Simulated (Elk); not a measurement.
Input and output of a self-consistent single point for Ba3Bi2 (Pm-3m, 5 atoms in the cell) (Elk)

Computed with LDA (PW92), all-electron FP-LAPW, Elk's shipped species files, default APW+lo basis in Elk.

This input was run:

```
tasks
  0

xctype
  3

rgkmax
  7.0

stype
  3

swidth
  0.00183747

avec
   12.2129106599    0.0000000000    0.0000000000
    0.0000000000   12.2129106599    0.0000000000
    0.0000000000    0.0000000000   12.2129106599

atoms
  2   : nspecies
  'Ba.in'   : spfname
  3   : natoms; atposl, bfcmt below
  0.0000000000  0.5000000000  0.5000000000    0.0 0.0 0.0
  0.5000000000  0.0000000000  0.5000000000    0.0 0.0 0.0
  0.5000000000  0.5000000000  0.0000000000    0.0 0.0 0.0
  'Bi.in'   : spfname
  2   : natoms; atposl, bfcmt below
  0.0000000000  0.0000000000  0.0000000000    0.0 0.0 0.0
  0.5000000000  0.5000000000  0.5000000000    0.0 0.0 0.0

ngridk
  5 5 5
```

The program printed (abridged):

```
│ Elk code version 10.2.4 │

All units are atomic (Hartree, Bohr, etc.)

│ Ground-state run starting from atomic densities │

Lattice vectors :
   12.21291066       0.000000000       0.000000000
   0.000000000       12.21291066       0.000000000
   0.000000000       0.000000000       12.21291066

Unit cell volume      :    1821.618971
Brillouin zone volume :   0.1361701966

Muffin-tin inner radius fraction :   0.1000000000E-01

Nuclei treated as point charges

Species :    1 (Ba)
 parameters loaded from : Ba.in
 name : barium
 nuclear charge    :   -56.00000000
 electronic charge :    56.00000000
 atomic mass :    250331.8069
 muffin-tin radius :    2.800000000
 number of radial points in muffin-tin :    697
 atomic positions (lattice), magnetic fields (Cartesian) :
   1 :   0.00000000  0.50000000  0.50000000    0.00000000  0.00000000  0.00000000
   2 :   0.50000000  0.00000000  0.50000000    0.00000000  0.00000000  0.00000000
   3 :   0.50000000  0.50000000  0.00000000    0.00000000  0.00000000  0.00000000

Species :    2 (Bi)
 parameters loaded from : Bi.in
 name : bismuth
 nuclear charge    :   -83.00000000
 electronic charge :    83.00000000
 atomic mass :    380947.9282
 muffin-tin radius :    2.800000000
 number of radial points in muffin-tin :    697
 atomic positions (lattice), magnetic fields (Cartesian) :
   1 :   0.00000000  0.00000000  0.00000000    0.00000000  0.00000000  0.00000000
   2 :   0.50000000  0.50000000  0.50000000    0.00000000  0.00000000  0.00000000

Total number of atoms per unit cell :    5

Spin treatment :
 spin-unpolarised

Number of Bravais lattice symmetries :   48
Number of crystal symmetries         :   48
Crystal has inversion symmetry
Real symmetric eigensolver will be used

k-point grid :      5     5     5
k-point offset :    0.000000000       0.000000000       0.000000000
k-point set is reduced with full crystal symmetry group
Total number of k-points :       10

   [... lines left out ...]
Maximum |G| for potential and density :    12.00000000
 potential will be trimmed for |G| > 2 gkmax
Constant for pseudocharge density :    8
Radial integration step length :    4

G-vector grid sizes :     48    48    48
Number of G-vectors :    52971

Maximum angular momentum used for
 APW functions                      :    8
 outer part of muffin-tin           :    6
 inner part of muffin-tin           :    1

Total nuclear charge    :   -334.0000000
Total core charge       :    244.0000000
Total valence charge    :    90.00000000
Total excess charge     :    0.000000000
Total electronic charge :    334.0000000

Effective Wigner radius, rₛ :    1.091961907

Number of empty states         :   20
Total number of valence states :   65
Total number of core states    :  244

Total number of local-orbitals :   84

Exchange-correlation functional :      3     0     0
 Perdew-Wang/Ceperley-Alder, Phys. Rev. B 45, 13244 (1992)
 gradient requirement :    0
 local density approximation (LDA)

Smearing type :    3
 Fermi-Dirac
Smearing width :   0.1837470000E-02
Effective electronic temperature (K) :    580.2271348

Mixing type :    3
 Broyden mixing, J. Phys. A: Math. Gen. 17, L317 (1984)

Kohn-Sham potential initialised from atomic data
│ Self-consistent loop started │
│ Loop number : 1 │
 total energy                :     -67573.7864863
│ Loop number : 2 │
 total energy                :     -67573.3190160
RMS change in Kohn-Sham potential (target) :   0.8725441394E-01 (  0.1000000000E-05)
Absolute change in total energy (target)   :   0.4674702218     (  0.1000000000E-03)
│ Loop number : 3 │
 total energy                :     -67570.2721897
RMS change in Kohn-Sham potential (target) :   0.7845566292E-01 (  0.1000000000E-05)
Absolute change in total energy (target)   :    3.163693929     (  0.1000000000E-03)
│ Loop number : 4 │
 total energy                :     -67563.7422515
RMS change in Kohn-Sham potential (target) :   0.6239341932E-01 (  0.1000000000E-05)
Absolute change in total energy (target)   :    7.320861596     (  0.1000000000E-03)
│ Loop number : 5 │
 total energy                :     -67548.9817232
RMS change in Kohn-Sham potential (target) :   0.2829659289E-01 (  0.1000000000E-05)
Absolute change in total energy (target)   :    16.59074378     (  0.1000000000E-03)
   [... lines left out ...]
Absolute change in total energy (target)   :   0.2254006411E-01 (  0.1000000000E-03)
│ Loop number : 14 │
 total energy                :     -67539.5473445
RMS change in Kohn-Sham potential (target) :   0.4187378992E-05 (  0.1000000000E-05)
Absolute change in total energy (target)   :   0.4830901322E-02 (  0.1000000000E-03)
│ Loop number : 15 │
 total energy                :     -67539.5487673
RMS change in Kohn-Sham potential (target) :   0.2794746886E-05 (  0.1000000000E-05)
Absolute change in total energy (target)   :   0.2150423388E-03 (  0.1000000000E-03)
│ Loop number : 16 │
 total energy                :     -67539.5489579
RMS change in Kohn-Sham potential (target) :   0.1137489523E-05 (  0.1000000000E-05)
Absolute change in total energy (target)   :   0.2443292324E-03 (  0.1000000000E-03)
│ Loop number : 17 │
 total energy                :     -67539.5488121
RMS change in Kohn-Sham potential (target) :   0.4850192302E-06 (  0.1000000000E-05)
Absolute change in total energy (target)   :   0.8467303996E-04 (  0.1000000000E-03)
Convergence targets achieved

│ Loop number : 18 │

Energies :
 Fermi                       :     0.133092813114
 sum of eigenvalues          :     -41786.0894055
 electron kinetic            :      76486.2932162
 core electron kinetic       :      75392.2446593
 Coulomb                     :     -142675.500358
 Coulomb potential           :     -116480.144993
 nuclear-nuclear             :     -3820.49722711
 electron-nuclear            :     -161229.861269
 Hartree                     :      22374.8581380
 Madelung                    :     -84435.4278615
 xc potential                :     -1792.23762887
 exchange                    :     -1316.65201682
 correlation                 :     -33.6895390058
 electron entropic           :    -0.673190071699E-04
 total energy                :     -67539.5487648

Density of states at Fermi energy :    6.395719613
 (states/Hartree/unit cell)

Estimated indirect band gap :   0.1013975770E-01
 from k-point      1 to k-point      2
Estimated direct band gap   :   0.1476744944E-01
 at k-point      1

Charges :
 core                        :    244.0000000
 valence                     :    90.00000000
 interstitial                :    10.22720004
 muffin-tins (core leakage)
  species :    1 (Ba)
   atom    1                 :    53.66188007     (  0.5434415179E-05)
   atom    2                 :    53.66188007     (  0.5434415179E-05)
   atom    3                 :    53.66188007     (  0.5434415179E-05)
  species :    2 (Bi)
   atom    1                 :    81.11457626     (  0.6719385356E-03)
   atom    2                 :    81.67258350     (  0.7108432410E-03)
 total in muffin-tins        :    323.7728000
 total calculated charge     :    333.9931410
 total charge                :    334.0000000
 error                       :   0.6859032065E-02

│ Self-consistent loop stopped │
```

The run converged in 18 iterations. The count includes the last loop, which Elk runs after its targets are met.

The starting cell comes from a database of computed structures (which also holds hypothetical and non-ambient phases and stackings), without a prior relaxation at this level. Its lattice was rescaled by a random factor within 2.5 % of one. Spin-orbit coupling is off. Values depend on the basis (sphere radii, cutoffs, local orbitals), which need not be converged. The log's line on a gap gives a spacing of levels on this mesh, which the program prints for metals too.
